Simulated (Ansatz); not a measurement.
An Ansatz (a quantum-chemistry and plane-wave program) run: Zr with a change (x(Hf) = 0.375, 8 atoms, Pmm2); r2SCAN, PAW, 500 eV (Ansatz; scalar-relativistic without spin-orbit coupling).

Input:

Ansatz 0.2 input:
```yaml
crystal:
  lattice:
    - [3.2269520743, 0, 0]
    - [0, 5.1092291711, 0]
    - [0, 0, 11.1926682327]
  atoms:
    - { symbol: Zr, position: [0, 0, 0.8348032984] }
    - { symbol: Zr, position: [0.5, 0, 0.5804938959] }
    - { symbol: Hf, position: [0, 0, 0.3315826565] }
    - { symbol: Zr, position: [0.5, 0, 0.0859769022] }
    - { symbol: Hf, position: [0.5, 0.5, 0.9195771757] }
    - { symbol: Zr, position: [0, 0.5, 0.6686704374] }
    - { symbol: Zr, position: [0.5, 0.5, 0.4131191257] }
    - { symbol: Hf, position: [0, 0.5, 0.1657765081] }
basis: { ecutwfc: 500, ecutrho_ratio: 4, xc_grid: 4, fft_grid_basis: typed }
kpoints: { mp_grid: { grid: [14, 9, 5] } }
hamiltonian:
  xc: r2scan
  dispersion: none
  pseudopotentials: { kind: paw }
scf: { occupations: { method: fermi_dirac, width: 0.05 }, convergence: { dr2_threshold: 0.0000000008 } }
output: { forces: true, stress: true }
checkpoint: { write: state.ck, write_every: 1000 }
```

Output (explanatory and most iteration lines left out):

```
Pseudopotential: Zr, paw, valence charge 12
Pseudopotential: Hf, paw, valence charge 26
Crystal: 8 atoms, lattice volume = 184.536 Å³
Basis set: ecut = 500 eV, 4665 PW (Γ), exchange–correlation on 96×160×360 points (64 copies of the dense FFT grid, shifted against one another)
Bands: 83, of which v1, the nominal top of the filled ones, is band 69 counted from 1 (68 counted from 0)
Symmetry: 4 space group operations
Space group: Pmm2 (ITA 25), of the structure as read, at distance tolerance 5.7e-5 Å
k-points: 120 of 630 (time reversal used)
Functional: x = r2scan, c = r2scan; τ floored in thin density (d = 2e-4 eV/Å³)
SCF iter   1: F=—  HF=-68174.154275 eV  |F-HF|=—  |Δ(HF+E_count)|=         —  Δρ=8.86e-3  dr2=2.15e-1  dr2_τ=7.33e-2  ethr=1.77e-3  ⟨swp⟩=4.4  Hψ=29761  notcnv=0  defer=16
SCF iter   2: F=—  HF=-68174.313255 eV  |F-HF|=—  |Δ(HF+E_count)|=   1.59e-1  Δρ=4.74e-3  dr2=5.39e-2  dr2_τ=6.71e-3  ethr=1.55e-4  ⟨swp⟩=2.5  Hψ=21449  notcnv=0  defer=142
SCF 1 converged in 12 iterations: F = -68174.317964 eV  dr2 = 6.24e-10
SCF converged after 12 iterations
Free energy (F): -68174.317964 eV
Internal energy: -68174.270594 eV  (E = F + TS)
E sigma→0 (E₀):  -68174.294279 eV
Entropy (-TS):   -0.047370 eV (-5.921 meV/atom)
Fermi energy:    16.068829 eV
--- Forces (eV/Å), atoms counted from 1 ---
  atom   1  Zr     0.00000000     0.00000000    -0.00000354
  atom   2  Zr     0.00000000     0.00000000    -0.00017464
  atom   3  Hf     0.00000000    -0.00000000     0.00039075
  atom   4  Zr     0.00000000     0.00000000    -0.00010835
  atom   5  Hf     0.00000000     0.00000000    -0.00133573
  atom   6  Zr     0.00000000    -0.00000000     0.00016420
  atom   7  Zr     0.00000000    -0.00000000     0.00009162
  atom   8  Hf     0.00000000     0.00000000     0.00098555
--- Stress (GPa, compression-positive) ---
        0.006387      -0.000000       0.000000
       -0.000000       0.001330       0.000000
        0.000000       0.000000       0.000708
  P = ⅓ Tr σ = 0.0028 GPa (0.028 kbar)
```

Each cell is one ordered arrangement of few atoms, which overstates ordering effects compared with a random alloy. Stability against distortions was not tested. All final runs are without spin polarisation. The cell was made from Zr by this change: x(Hf) = 0.375, 8 atoms, Pmm2.
